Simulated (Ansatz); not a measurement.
A hypothetical phase is included: elements placed on a structure type, which no database files for this compound.

By PBEsol, the system below comes out a metal.

Data:

```xyz
1
Lattice="3.6441 0.0000 0.0000 -1.8221 3.1559 0.0000 1.8221 1.0520 1.4877" Properties=species:S:1:pos:R:3 pbc="T T T"
Mo     0.0000     0.0000     0.0000
```

The cell was relaxed by PBE-D3(BJ); by PBEsol it stands under a pressure of -1.4 GPa.

The current flows along the normal of the first two printed cell vectors, the (111) plane of the conventional cell. No spin-orbit coupling; the value is a mean over 0.1 eV about the Fermi level.

Compute, with Ansatz (an electronic-structure program) with PBEsol, the ballistic conductance per area.

2.3 × 10¹⁵ S/m² for both spins.
